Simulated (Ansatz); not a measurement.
Pair distribution function (S-W) of WS2 (2H layers), cell W32S64, with the crystal as the starting point [in the run: it stayed crystalline; mean temperature 1380 K (target 1380 K); density 7.60 g/cm³, volume +2 % from the start crystal's; mean pressure 1.0 GPa against a target of 0; under uneven stress (diagonal components 1.4 GPa apart); Γ point only, which a denser mesh shifts by -0.4 GPa in pressure and 0.04 eV/Å in forces], from MD at 1380 K. Computed with PBE + D3(BJ) (plane waves, PAW; Ansatz, a program for electronic structure). Volume per atom 18.05 Å³, mean pressure 1.0 GPa. 

```
r (Å) | g(r)
     1.54 |  0.00
     1.58 |  0.00
     1.62 |  0.00
     1.66 |  0.00
     1.70 |  0.00
     1.74 |  0.00
     1.78 |  0.00
     1.82 |  0.00
     1.86 |  0.00
     1.90 |  0.00
     1.94 |  0.00
     1.98 |  0.00
     2.02 |  0.00
     2.06 |  0.00
     2.10 |  0.01
     2.14 |  0.04
     2.18 | # 0.27
     2.22 | #### 1.01
     2.26 | ######## 2.42
     2.30 | ################ 4.55
     2.34 | ######################## 6.95
     2.38 | ############################# 8.30
     2.42 | ############################## 8.60
     2.46 | ########################## 7.46
     2.50 | ##################### 5.88
     2.54 | ############## 4.04
     2.58 | ######### 2.56
     2.62 | ##### 1.38
     2.66 | ## 0.70
     2.70 | # 0.38
     2.74 | # 0.20
     2.78 |  0.09
     2.82 |  0.04
     2.86 |  0.01
     2.90 |  0.00
     2.94 |  0.00
     2.98 |  0.00
     3.02 |  0.00
     3.06 |  0.00
     3.10 |  0.00
     3.14 |  0.00
     3.18 |  0.00
     3.22 |  0.00
     3.26 |  0.00
     3.30 |  0.00
     3.34 |  0.00
     3.38 |  0.00
     3.42 |  0.01
     3.46 |  0.01
     3.50 |  0.03
     3.54 |  0.04
     3.58 |  0.09
     3.62 |  0.14
     3.66 | # 0.25
     3.70 | # 0.39
     3.74 | ## 0.62
     3.78 | ### 0.89
     3.82 | #### 1.15
     3.86 | ##### 1.47
     3.90 | ###### 1.82
     3.94 | ####### 1.98
     3.98 | ####### 2.04
     4.02 | ####### 1.99
     4.06 | ###### 1.81
     4.10 | ##### 1.51
     4.14 | #### 1.26
     4.18 | ### 0.96
     4.22 | ### 0.74
     4.26 | ## 0.59
     4.30 | # 0.41
     4.34 | # 0.33
     4.38 | # 0.30
     4.42 | # 0.31
     4.46 | # 0.34
     4.50 | # 0.39
     4.54 | # 0.41
     4.58 | # 0.40
     4.62 | # 0.42
     4.66 | ## 0.46
     4.70 | ## 0.48
     4.74 | ## 0.54
     4.78 | ## 0.62
     4.82 | ### 0.81
     4.86 | #### 1.03
     4.90 | ##### 1.37
     4.94 | ###### 1.72
     4.98 | ####### 1.99
     5.02 | ######## 2.30
     5.06 | ######### 2.54
     5.10 | ######### 2.55
```

Task: From the above, determine where the first shell ends and the number of neighbours in it.

Result: g is nil from 2.9 to 3.4 Å, so any cut there serves; 3.0 W round each S and 6.0 S round each W in the shell, from n = 4πρ∫r²g(r)dr.
